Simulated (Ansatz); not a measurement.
Take BaS in the rock salt structure (space group Fm-3m, No. 225; a = 6.425 Å) as the base.

Level of theory: r2SCAN (Ansatz, a first-principles code; PAW; 500 eV plane waves; without spin-orbit coupling).

For the base:

The electron mass is 1.3 mₑ along k, 0.34 mₑ across (at X). The band gap is 2.58 eV. The volume per atom comes out as 33.15 Å³. The hole mass comes out as 0.24, 2.8, 2.8 mₑ (at Γ).

Now apply this change: Te takes the place of S on all its sites; the structure is relaxed again.

Question: What happens to the electron mass?

Answer: The electron mass becomes 1.3 mₑ along k, 0.28 mₑ across (at X) (base: 1.3 mₑ along k, 0.34 mₑ across (at X)).

Question: Predict the new band gap.

Answer: The band gap decreases by 0.58 eV to 2.00 eV.

Question: Estimate the effect on the volume per atom.

Answer: The volume per atom goes up by 10.89 Å³, from 33.15 Å³ to 44.04 Å³.

Question: What happens to the hole mass?

Answer: The hole mass (degenerate bands, along [100]) becomes 0.18, 1.4, 1.4 mₑ (at Γ) (base: 0.24, 2.8, 2.8 mₑ (at Γ)).

With Te present, leaving out spin-orbit coupling can change the band edges. Effective masses come from finite differences of ±0.01 Å⁻¹. Along k means along the line from Γ to the band edge. Stability against distortions was not tested.
